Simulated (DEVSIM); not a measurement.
Device: Pd/SiO2/n-Si capacitor, at 250 K.

```csv
layer (left to right),material,thickness (nm),Nd (cm⁻³)
1,SiO2,1.60,-
2,Si,9400,1.8e14
```

Metal gate on the left, work function 5.2 eV. Fixed charge at the semiconductor interface 1.3e10 cm⁻² (in units of +e); interface traps 5.8e11 cm⁻² eV⁻¹, uniform in energy, neutral level at 0.5 of the gap above the valence band.

This is a model device: material constants are rounded textbook-type values typed into the input, and sizes, dopings and lifetimes were drawn at random. Values at 300 K; Nc and Nv go as T^1.5, mobilities as T to minus their exponent, the gap by Varshni's rule with the affinity fixed.

```tsv
parameter	SiO2	Si
gap (eV)	9	1.124
affinity (eV)	0.9	4.05
permittivity	3.9	11.7
Nc (cm⁻³)	-	2.86e19
Nv (cm⁻³)	-	3.1e19
Varshni α (eV/K)	-	0.000473
Varshni β (K)	-	636
```

DEVSIM, 1D Poisson equation in equilibrium, Boltzmann statistics, complete ionisation; no quantum confinement or tunnelling. Metal contacts follow the ideal Schottky-Mott rule: no Fermi-level pinning, no interface dipoles.

Q: Give the band bending (positive: bands bend down) and minority sheet density.

A: 
```json
[
 {"Vg (V)": "-0.2", "ψs (V)": "-0.884", "minority carriers (cm⁻²)": "2.5e12"},
 {"Vg (V)": "0.1", "ψs (V)": "-0.765", "minority carriers (cm⁻²)": "1.3e11"},
 {"Vg (V)": "0.4", "ψs (V)": "-0.487", "minority carriers (cm⁻²)": "< 1e8"},
 {"Vg (V)": "0.7", "ψs (V)": "-0.200", "minority carriers (cm⁻²)": "< 1e8"},
 {"Vg (V)": "1", "ψs (V)": "0.083", "minority carriers (cm⁻²)": "< 1e8"},
 {"Vg (V)": "1.3", "ψs (V)": "0.240", "minority carriers (cm⁻²)": "< 1e8"}
]
```
